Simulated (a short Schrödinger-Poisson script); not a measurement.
Stack: MOS inversion layer, SiO2 on p-type Si(100), at 400 K.

From the gate side: 1.6 nm SiO2; 1700 nm Si, acceptors 6.2e16 cm⁻³.

Constants are typed, rounded textbook-type inputs, not results; the design itself was drawn at random and stands for no fabricated device. SiO2: permittivity 3.9, conduction-band edge (eV) 3.15, gap (eV) 9, electron mass (mₑ) 0.5. Si: permittivity 11.7, conduction-band edge (eV) 0, gap (eV) 1.124, Nv at 300 K (cm⁻³) 3.1e19.

Channel valleys (confinement mass, in-plane density-of-states mass, number): Δ2 0.916, 0.19, 2; Δ4 0.19, 0.417, 4. At the gate the conduction-band edge of layer 1 lies 3.32 eV − eVg above the Fermi level of the channel; the field vanishes at the back. Gaps are held at their typed values at every temperature. Mesh 0.03 nm at interfaces.

Solved with a short Schrödinger-Poisson script written for these runs: 1D Poisson equation in equilibrium, electrons quantum, Hartree (BenDaniel-Duke, 12 states a valley, the channel's in-plane mass for all, wave functions free to enter the dielectric), parabolic valleys, classical holes, full ionisation, no traps, pinning or gate leakage.

| Vg (V) | electrons (cm⁻²) | C (μF/cm²) | Δ2 E0 (meV from the Fermi level) | Δ4 E0 (meV from the Fermi level) |
|---|---|---|---|---|
| -0.05 | 3.54e9 | 0.103 | 309.3 | 332.4 |
| 0 | 1.30e10 | 0.136 | 263.3 | 287.1 |
| 0.05 | 4.50e10 | 0.243 | 219.3 | 243.9 |
| 0.1 | 1.32e11 | 0.463 | 180.5 | 206.4 |
| 0.15 | 3.04e11 | 0.728 | 149.5 | 177.4 |
| 0.2 | 5.58e11 | 0.947 | 125.9 | 156.2 |
| 0.25 | 8.73e11 | 1.11 | 107.7 | 140.6 |
| 0.3 | 1.23e12 | 1.22 | 93.0 | 128.6 |
| 0.35 | 1.63e12 | 1.31 | 80.8 | 119.1 |
| 0.4 | 2.05e12 | 1.38 | 70.5 | 111.3 |
| 0.45 | 2.48e12 | 1.44 | 61.4 | 104.7 |
| 0.5 | 2.94e12 | 1.48 | 53.4 | 99.1 |
| 0.55 | 3.41e12 | 1.52 | 46.2 | 94.1 |
| 0.6 | 3.88e12 | 1.55 | 39.7 | 89.8 |
| 0.65 | 4.37e12 | 1.58 | 33.7 | 85.9 |
| 0.7 | 4.87e12 | 1.60 | 28.1 | 82.3 |
| 0.75 | 5.37e12 | 1.62 | 23.0 | 79.1 |
| 0.8 | 5.88e12 | 1.64 | 18.1 | 76.1 |
| 0.85 | 6.40e12 | 1.66 | 13.5 | 73.3 |
| 0.9 | 6.92e12 | 1.67 | 9.2 | 70.7 |
| 0.95 | 7.44e12 | 1.69 | 5.1 | 68.3 |

Task: At Vg = 0.95 V the lowest Δ2 subband lies at 5.1 meV from the Fermi level. How many electrons does it hold, and what share of all?

Result: The two-dimensional density of states is g m/(πħ²) = 1.59e11 cm⁻² meV⁻¹ (both spins), kT = 34.5 meV, so n = D kT ln(1 + exp(−E/kT)) = 3.41e12 cm⁻², 0.46 of the 7.44e12 cm⁻² in all.

Task: Compare the slope of the sheet density between 0.85 and 0.95 V with the geometric capacitance of the layers between gate and channel.

Result: q Δn/ΔV = 1.67 μF/cm²; ε0/Σ(t/ε) = 2.16 μF/cm². The ratio is 0.77: the channel acts as a further capacitance in series.
